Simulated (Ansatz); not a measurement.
ZrGeO3 (model structure, started from the PbTiO3 type, P4mm, No. 99, 5 atoms in the cell), treated with HSE06 (PAW; Ansatz, an electronic-structure program).

Run with plane-wave cutoff 460 eV, 6×6×6 k mesh, Fermi–Dirac smearing 0.01 eV, scalar-relativistic PAW data made under PBE.

Cell (relaxed with PBEsol):

```xyz
5
Lattice="3.9869 0.0000 0.0000 0.0000 3.9869 0.0000 0.0000 0.0000 4.3427" Properties=species:S:1:pos:R:3 pbc="T T T"
Zr     1.9935     1.9935     2.5142
Ge     0.0000     0.0000     0.8472
O      0.0000     1.9935     1.9523
O      1.9935     0.0000     1.9523
O      1.9935     1.9935     4.4166
```

Problem. What does this level give for the band gap, smallest direct gap on the k points sampled and direct gap at Γ?

Solution. 
- band gap = 2.30 eV (on the SCF k mesh)
- smallest direct gap on the k points sampled = 3.48 eV
- direct gap at Γ = 5.17 eV

Note: the relaxation could raise the start's symmetry but not lower it, so the cell can be a saddle point; cell and atoms aren't relaxed at this level (largest force component 0.34 eV/Å, pressure 0.4 GPa).

Spin–orbit coupling is not included.

A model structure was made by putting elements into a prototype or built by hand; it is no filed structure, need not be a known phase, and can be a saddle point held by its symmetry.
